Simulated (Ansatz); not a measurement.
CsCl-type CoAl, treated with HSE06 (Ansatz, a quantum-chemistry and plane-wave program, PAW).

Run with plane-wave cutoff 460 eV, 10×10×10 k mesh, Fermi–Dirac smearing 0.05 eV, no spin polarisation, scalar-relativistic PAW data made under PBE.

A third-order Birch–Murnaghan fit to the energies gives V0 = 11.092 Å³/atom, B0 = 204 GPa, B′ = 4.3.

```
V (Å³/atom)  P (GPa)
-----------  -------
10.525         11.92
10.802           ___
11.079          0.20
11.299           ___
11.633         -8.80
```

Estimate the withheld pressures from this fit; the answers are the runs' own values.


- 10.802, P (GPa): 5.67
- 11.299, P (GPa): -3.65

The formula P = (3/2) B0 (x^(7/3) − x^(5/3)) [1 + (3/4)(B′ − 4)(x^(2/3) − 1)] with x = V0/V meets the computed pressures within 0.07 GPa when these rounded values are put in.

Measured, for comparison: bulk modulus 162 GPa, equilibrium volume per atom 11.71 Å³/atom (room temperature, no zero-point or thermal correction; as tabulated in Yamada et al. (2019), arXiv:1910.09660). Computed (rounded) less measured: bulk modulus +26 %, equilibrium volume per atom -5.3 %.

Note: the run has no spin polarisation, so it can have missed a magnetic state.

Computed values are for the static lattice.
